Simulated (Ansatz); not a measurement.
The structure below was relaxed with plane-wave PAW DFT at the PBE-D3(BJ) level (Ansatz, a quantum-chemistry and plane-wave program, 420 eV), spin-orbit coupling left out, earlier PAW set, at pressure 2.1 GPa.

```
CELL_PARAMETERS angstrom
      3.46318     0.00000     0.00000
     -1.73159     2.99921     0.00000
      0.00000     0.00000    13.42304
ATOMIC_POSITIONS crystal
  Mo 0.33333 0.66667 0.75000
  Mo 0.66667 0.33333 0.25000
  Te 0.33333 0.66667 0.11431
  Te 0.66667 0.33333 0.61431
  Te 0.66667 0.33333 0.88569
  Te 0.33333 0.66667 0.38569
```

Find the space group and the Wyckoff positions.

Space group P6₃/mmc (No. 194); a = b = 3.4632 Å, c = 13.4230 Å, α = β = 90.00°, γ = 120.00°

| atom | site | symmetry | x | y | z |
|---|---|---|---|---|---|
| Mo | 2d | -6m2 | 0.6667 | 0.3333 | 0.2500 |
| Te | 4f | 3m. | 0.3333 | 0.6667 | 0.1143 |

Describe the coordination.

The crystal has 6 atoms in its conventional cell. Cell: a = b = 3.463 Å, c = 13.423 Å, α = β = 90.00°, γ = 120.00°. Mo sees 6 Te at 2.705 Å (trigonal prismatic). Te is coordinated by 3 Mo at 2.705 Å (trigonal pyramidal). (Neighbours: up to the widest gap in distance over summed covalent radii, below 1.35, at either atom; cation-cation and far metal-metal contacts left out.)

With Te present, leaving out spin-orbit coupling can change the band edges. Load acts through the strain it causes; cell and atoms are relaxed under it. Whether these cells are dynamically stable was not tested. The cell was made from MoTe₂ in the 2H-MoS2 type structure (space group P6_3/mmc, No. 194; layered, stacked along the Cartesian z axis) by this change: pressure 2.1 GPa.
